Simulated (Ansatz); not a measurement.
**What biaxial strain −1.25 %, plane normal [111], relaxed out of plane does to HgS**

The reference is HgS in the zinc blende structure (space group F-43m, No. 216; a = 5.8119 Å). Axes: x, y, z lie along the cube axes.

Modification: compressive biaxial strain of 1.25 % in the plane normal to [111], as in epitaxy on a mismatched substrate; the out-of-plane cell vector and the atoms relax.

Method: LDA, PAW, 420 eV (Ansatz, a first-principles code; scalar-relativistic without spin-orbit coupling). Γ-centred 10×10×10 mesh, Fermi–Dirac width 0.05 eV.

| quantity | base | changed | shift |
|---|---|---|---|
| volume per atom | 24.54 Å³ | 24.24 Å³ | -0.30 Å³ |
| shortest interatomic distance | 2.517 Å | 2.499 Å | -0.018 Å |
| energy relative to the base (free energy F) | 0 meV/atom | +2.3 meV/atom | +2.3 meV/atom |
| pressure (mean of the normal stresses, compression positive) | 0.0 GPa | 0.8 GPa | +0.8 GPa |
| band gap | zero | zero | – |
| out-of-plane strain (rough) | – | +1.28 % | – |

Final structure (turned so that z lies along the plane normal):

```xyz
2
Lattice="4.0583 0.0000 0.0000 2.0291 3.5146 0.0000 2.0291 -1.1715 3.3986" Properties=species:S:1:pos:R:3 pbc="T T T"
Hg     0.0000     0.0000     0.0249
S      4.0583     0.0000     2.5240
```

Cost of the whole job for the changed cell (relaxation, final SCF and bands): very roughly 25 core-seconds.

The mesh was chosen for an insulator and is coarse for the gapless case. Without a gap, meshes like the base's 10×10×10 leave anisotropic stresses uncertain by several tenths of a GPa, and small strain energies with them. With Hg present, leaving out spin-orbit coupling can change the band edges. Stability against distortions was not tested. All final runs are without spin polarisation. The zero or small gap of HgS can change with the level of theory.
